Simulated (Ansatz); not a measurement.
Start from Hf in the hcp (Mg type) structure (space group P6_3/mmc, No. 194; relaxed with 0.1 eV smearing).

```xyz
2
Lattice="3.1174 0.0000 0.0000 -1.5587 2.6997 0.0000 0.0000 0.0000 4.9501" Properties=species:S:1:pos:R:3 pbc="T T T"
Hf     1.5587     0.8999     3.7126
Hf     0.0000     1.7998     1.2375
```

Cartesian axes are those of the cell as printed.

Method: LDA/PAW in Ansatz (a quantum-chemistry and plane-wave program), scalar-relativistic without spin-orbit coupling.

Modification: the cell is stretched by 3.00 % along z with no lateral relaxation; the atoms relax in the strained cell.

### Question
Predict the stress tensor and what it implies for the stiffness.

### Answer
Stress of the strained cell less that of the base (GPa, compression positive):
```
   -2.3     0.0     0.0
    0.0    -2.3     0.0
    0.0     0.0    -5.8
```

Then −Δσ_ii/ε with ε = 0.0300 gives secant stiffness values (nonlinear terms included at this strain): C33 ≈ 195 GPa, C13 ≈ 76 GPa and C23 ≈ 76 GPa.

As a check, the harmonic strain energy −½ V₀ Δσ:ε is 11 meV/atom; the computed energy rise is 12 meV/atom.

Stability against distortions was not tested. The final runs are not spin-polarised.
